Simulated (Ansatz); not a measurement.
Ansatz (a program for electronic structure), DFT, LDA, plane waves, its default PAW files: CaIn2Pd (from the phase in space group 11, mp-22717) (Ca2Pd2In4), 8 atoms. Basis and mesh were picked for this test and aren't claimed converged.

| Property | Value |
|---|---|
| cell | 4.48, 7.81, 5.69 Å; 90, 113, 90° |
| task | single point |
| k mesh | 8×4×6 |
| hamiltonian.xc | lda |
| kind of files | paw |
| scf.occupations.method | fermi_dirac |
| scf.occupations.width | 0.1 eV |
| output.forces | true |
| binding of workers (--pin) | off |
| k-point pools (--kpoint-pools) | 1 |
| memory maximum (--max-ram) | 8GiB |
| accuracy | medium (default) |
| basis.precision | auto (default) |
| basis.xc_grid | 1 (default) |
| scf.eigensolver.kind | auto (default) |
| scf.mixing.algorithm | auto (default) |
| scf.mixing.preconditioner | auto (default) |
| scf.convergence.dr2_threshold | 1.82998e-07 (default) |
| scf.lower_state_search | light (default) |
| k-points after symmetry | 78 |
| bands at the start | 62 |
| electrons | 108 |
| plane waves at Γ | 3591 |
| cutoff (eV) | 420 |
| FFT grid | 30×54×40 |
| symmetry operations | 4 |

One run each. The counts of a restarted run leave out the earlier run.

All on 4 threads. Base settings, kept where nothing else is said: earlier_run = none (default) (scf.initial_density.chi_scale, scf.initial_density.normalization, checkpoint.read, checkpoint.density_extrapolation, kpoints.initial_grid not set). The settings tried:
- checkpoint.read = first.ck, earlier_run = first_atom_moved_ang=0 orbitals_saved=false kpoints.mp_grid.grid=4×2×3
- checkpoint.read = first.ck, earlier_run = first_atom_moved_ang=0.1 orbitals_saved=false
- checkpoint.read = first.ck, earlier_run = first_atom_moved_ang=0.1 orbitals_saved=false, checkpoint.density_extrapolation = none
- checkpoint.read = first.ck, earlier_run = first_atom_moved_ang=0 orbitals_saved=false scf.convergence.dr2_threshold=0.001
- checkpoint.read = first.ck, earlier_run = first_atom_moved_ang=0.3 orbitals_saved=false
- checkpoint.read = first.ck, earlier_run = first_atom_moved_ang=0 orbitals_saved=true scf.convergence.dr2_threshold=0.001
- checkpoint.read = first.ck, earlier_run = first_atom_moved_ang=0 orbitals_saved=false hamiltonian.xc=pbe
- kpoints.initial_grid = auto
- checkpoint.read = first.ck, earlier_run = first_atom_moved_ang=0.1 orbitals_saved=false, checkpoint.density_extrapolation = follow_atoms
- checkpoint.read = first.ck, earlier_run = first_atom_moved_ang=0.03 orbitals_saved=false
- the base settings
- checkpoint.read = first.ck, earlier_run = first_atom_moved_ang=0.03 orbitals_saved=true, checkpoint.density_extrapolation = none
- scf.initial_density.chi_scale = 0, scf.initial_density.normalization = cell
- scf.initial_density.chi_scale = 0.1

**Question.** Which settings need the fewest SCF iterations, which the most, and do any fail to converge?

**Answer.** Fewest SCF iterations, with those close behind: checkpoint.read = first.ck, earlier_run = first_atom_moved_ang=0 orbitals_saved=false scf.convergence.dr2_threshold=0.001 (4); checkpoint.read = first.ck, earlier_run = first_atom_moved_ang=0 orbitals_saved=true scf.convergence.dr2_threshold=0.001 (4); checkpoint.read = first.ck, earlier_run = first_atom_moved_ang=0.03 orbitals_saved=false (6); checkpoint.read = first.ck, earlier_run = first_atom_moved_ang=0.1 orbitals_saved=false (7); checkpoint.read = first.ck, earlier_run = first_atom_moved_ang=0.1 orbitals_saved=false, checkpoint.density_extrapolation = follow_atoms (7); checkpoint.read = first.ck, earlier_run = first_atom_moved_ang=0 orbitals_saved=false kpoints.mp_grid.grid=4×2×3 (7). Most among those that reach the base run's result: kpoints.initial_grid = auto (15). All converged. In the base run the program took: scf.mixing.algorithm MSR1, scf.eigensolver.kind band_cg, --slots 4.

| setting | SCF iterations | applications of H to a band | end |
|---|---|---|---|
| checkpoint.read = first.ck, earlier_run = first_atom_moved_ang=0 orbitals_saved=false scf.convergence.dr2_threshold=0.001 | 4 | 63438 | converged |
| checkpoint.read = first.ck, earlier_run = first_atom_moved_ang=0 orbitals_saved=true scf.convergence.dr2_threshold=0.001 | 4 | 45294 | converged |
| checkpoint.read = first.ck, earlier_run = first_atom_moved_ang=0.03 orbitals_saved=false | 6 | 80498 | converged |
| checkpoint.read = first.ck, earlier_run = first_atom_moved_ang=0.1 orbitals_saved=false | 7 | 84205 | converged |
| checkpoint.read = first.ck, earlier_run = first_atom_moved_ang=0.1 orbitals_saved=false, checkpoint.density_extrapolation = follow_atoms | 7 | 84205 | converged |
| checkpoint.read = first.ck, earlier_run = first_atom_moved_ang=0 orbitals_saved=false kpoints.mp_grid.grid=4×2×3 | 7 | 80657 | converged |
| the base settings | 8 | 97605 | converged |
| checkpoint.read = first.ck, earlier_run = first_atom_moved_ang=0.3 orbitals_saved=false | 8 | 87734 | converged |
| checkpoint.read = first.ck, earlier_run = first_atom_moved_ang=0 orbitals_saved=false hamiltonian.xc=pbe | 8 | 92043 | converged |
| scf.initial_density.chi_scale = 0, scf.initial_density.normalization = cell | 9 | 92754 | converged |
| checkpoint.read = first.ck, earlier_run = first_atom_moved_ang=0.03 orbitals_saved=true, checkpoint.density_extrapolation = none | 9 | 94079 | converged |
| checkpoint.read = first.ck, earlier_run = first_atom_moved_ang=0.1 orbitals_saved=false, checkpoint.density_extrapolation = none | 10 | 100977 | converged |
| scf.initial_density.chi_scale = 0.1 | 11 | 118069 | converged |
| kpoints.initial_grid = auto | 15 | 95212 | converged |

Keys are those of Ansatz 0.2.
